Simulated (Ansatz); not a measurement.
## Several settings converged on InBi (R3m, 2 atoms in the cell)

```
CELL_PARAMETERS angstrom
      0.00000     3.39369     3.39369
      3.39369     0.00000     3.39369
      3.39369     3.39369     0.00000
ATOMIC_POSITIONS crystal
  In 0.00425 0.00425 0.00425
  Bi 0.25000 0.25000 0.25000
```

Base method: PBEsol, default PAW files made with PBE (plane waves; Ansatz, a quantum-chemistry and plane-wave program).

Base settings: basis.ecutwfc = 30.9 Ry; kpoints.mp_grid.grid = 9 9 9; hamiltonian.xc = pbesol; hamiltonian.pseudopotentials = {kind: paw} (the program's default PAW files); scf.occupations.method = gaussian; scf.occupations.width = 0.0073 Ry.

The count of work is k-points × plane waves × bands × iterations; it is no time. Core times come from one kind of shared machine, to one figure; runs under 30 s give none.

**The cutoff for other potential files**

Level: DFT, PBEsol, plane waves, harder PAW files (source: ansatz) made with PBE.

In this ladder: hamiltonian.pseudopotentials = {kind: paw, source: ansatz}.

The second cell is the first with its lattice scaled by 0.98.

The mesh stays at the base's, so the ladder's end is converged at best in this setting alone.

The first pressure column holds Ansatz's estimate of the finite-basis (Pulay) stress, which hides part of the cutoff error; the other is without it.

Only quantities that move along the ladder and can be compared are tabulated.

| basis.ecutwfc | free energy less the last step's (meV/atom) | energy of the compressed cell less the first (meV/atom) | pressure (GPa) | pressure without the Pulay estimate (GPa) | largest difference of a force vector from the last step's (eV/Å) | count of work / last | core time / last (rough) |
|---|---|---|---|---|---|---|---|
| 23.5 Ry | 8524.20 | 34.13 | -1.37 | -176.28 | 0.026 | 0.10 | – |
| 28.7 Ry | 1587.42 | 0.61 | -1.01 | -41.87 | 0.002 | 0.13 | – |
| 36.4 Ry | 108.93 | 1.87 | -0.92 | -4.99 | 0.000 | 0.20 | – |
| 44.5 Ry | 3.46 | 1.93 | -0.90 | -1.09 | 0.000 | 0.25 | – |
| 52.2 Ry | 0.32 | 1.90 | -0.90 | -0.90 | 0.000 | 0.36 | 0.3 |
| 62.5 Ry | 0.22 | 1.90 | -0.90 | -0.90 | 0.000 | 0.47 | 0.4 |
| 78.3 Ry | 0.08 | 1.90 | -0.90 | -0.90 | 0.000 | 0.65 | 0.6 |
| 104.4 Ry | 0.00 | 1.90 | -0.90 | -0.90 | 0.000 | 1.0 | 1 |

Coarsest basis.ecutwfc that holds the pressure without the Pulay estimate within 1 GPa of the last step, with all finer ones: 44.5 Ry, at 0.25 of the last step's count of work; the step before is off by 4.1 GPa.

Coarsest basis.ecutwfc that holds the free energy within 1 meV/atom of the last step, with all finer ones: 52.2 Ry, at 0.36 of the last step's count of work and about 0.3 of the last step's time; the step before is off by 3.5 meV/atom.

Coarsest basis.ecutwfc that holds the forces within 0.02 eV/Å of the last step, with all finer ones: 28.7 Ry, at 0.13 of the last step's count of work; the step before is off by 0.026 eV/Å.

The energy difference between the two cells stays within 1 meV/atom of the last step's from 36.4 Ry on, the total only from 52.2 Ry on: much of the error is common to both cells and cancels.

At the lowest cutoff the pressure without the Pulay estimate lies 175 GPa under the last step's, the usual sign of Pulay stress in an incomplete plane-wave basis.

**The relaxed cell against the cutoff**

On InBi (F-43m, 2 atoms in the cell): atoms on their sites.

In this ladder: relax = cell and atoms.

The mesh stays at the base's, so the ladder's end is converged at best in this setting alone.

Only quantities that move along the ladder and can be compared are tabulated.

```tsv
basis.ecutwfc	relaxed volume (Å³/atom)	relaxation steps
18.4 Ry	39.067	6
21.7 Ry	38.062	11
26.1 Ry	37.975	6
30.9 Ry	37.977	4
37.1 Ry	37.977	4
46.3 Ry	37.977	4
61.7 Ry	37.976	4
```

Coarsest basis.ecutwfc that holds the relaxed volume within 0.038 Å³/atom of the last step, with all finer ones: 26.1 Ry; the step before is off by 0.086 Å³/atom.

At the lowest cutoff the cell relaxes to a volume 2.9 % larger than at the highest. Ansatz relaxes on a stress corrected for the finite basis.

On the base run: the starting cell comes from a database of computed structures (which also holds hypothetical and non-ambient phases and stackings), without a prior relaxation at this level. Its lattice was rescaled by up to half a per cent. One atom was moved a little off its site on purpose.

Left out of this page: 1 run of the series failed or unconverged.

Keys are those of Ansatz 0.2.
